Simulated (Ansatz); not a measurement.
Re, response to strain

The parent structure is Re in the hcp (Mg type) structure (space group P6_3/mmc, No. 194; relaxed with 0.1 eV smearing).

```xyz
2
Lattice="2.7519 0.0000 0.0000 -1.3759 2.3832 0.0000 0.0000 0.0000 4.4401" Properties=species:S:1:pos:R:3 pbc="T T T"
Re     1.3759     0.7944     3.3300
Re     0.0000     1.5888     1.1100
```

Cartesian axes are those of the cell as printed.

Strains are applied to the cell and any free atomic positions relax.

Calculations: PBEsol (Ansatz, a program for electronic structure, PAW, without spin-orbit coupling).

Notes on the quantities. energy relative to the base: free energy F; pressure: mean of the normal stresses, compression positive.

```csv
case,energy relative to the base,volume per atom,pressure
base,0 meV/atom,14.56 Å³,0.0 GPa
uniaxial strain ε_xx = −3.00 %,+29 meV/atom,14.12 Å³,13.0 GPa
uniaxial strain ε_xx = −2.00 %,+12 meV/atom,14.27 Å³,8.3 GPa
uniaxial strain ε_xx = −1.00 %,+3.0 meV/atom,14.41 Å³,4.0 GPa
uniaxial strain ε_xx = −0.50 %,+0.7 meV/atom,14.49 Å³,2.0 GPa
uniaxial strain ε_xx = +0.50 %,+0.7 meV/atom,14.63 Å³,[?]
uniaxial strain ε_xx = +1.00 %,+2.8 meV/atom,14.71 Å³,-3.8 GPa
uniaxial strain ε_xx = +1.50 %,+6.2 meV/atom,14.78 Å³,-5.6 GPa
uniaxial strain ε_xx = +2.00 %,+11 meV/atom,14.85 Å³,-7.3 GPa
uniaxial strain ε_xx = +3.00 %,+24 meV/atom,15.00 Å³,-10.6 GPa
```

Task: Fill in the withheld entries from the trend.

Result: 
- uniaxial strain ε_xx = +0.50 %, pressure: -1.9 GPa

No phonon test of stability was made. All final runs are without spin polarisation.
